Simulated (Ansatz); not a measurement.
Consider MgS in the rock salt structure (space group Fm-3m, No. 225; a = 5.1820 Å).

Modification: the cell is scaled by 1.0106 in all directions, atoms relaxed at fixed cell.

Levels (all Ansatz, a first-principles code, PAW): PBEsol (420 eV, no spin-orbit coupling); PBEsol+SOC (420 eV, spin-orbit coupling included).

The geometry is relaxed with PBEsol.

```
Item                                       Result
----------------------------  -------------------
PBEsol band gap                           2.66 eV
PBEsol smallest direct gap                3.45 eV
PBEsol gap character              indirect, Γ → X
PBEsol valence-band top at Γ  0.00, 0.00, 0.00 eV
```

### Question
How does going to PBEsol+SOC change the band gap, smallest direct gap, gap character and valence-band top at Γ?

### Answer
The band gap drops by 0.03 eV, from 2.66 eV to 2.63 eV; the smallest direct gap decreases by 0.03 eV (3.45 eV → 3.42 eV); the gap character remains indirect, Γ → X; the valence-band top at Γ (three highest Kramers pairs, from the VBM) goes from 0.00, 0.00, 0.00 eV to 0.00, 0.00, -0.09 eV. The threefold valence maximum splits by Δso ≈ 0.09 eV.

Single points use the geometry relaxed with PBEsol. The spin-orbit shifts are approximate. The cells carry an imposed strain or load. No phonon test of stability was made.
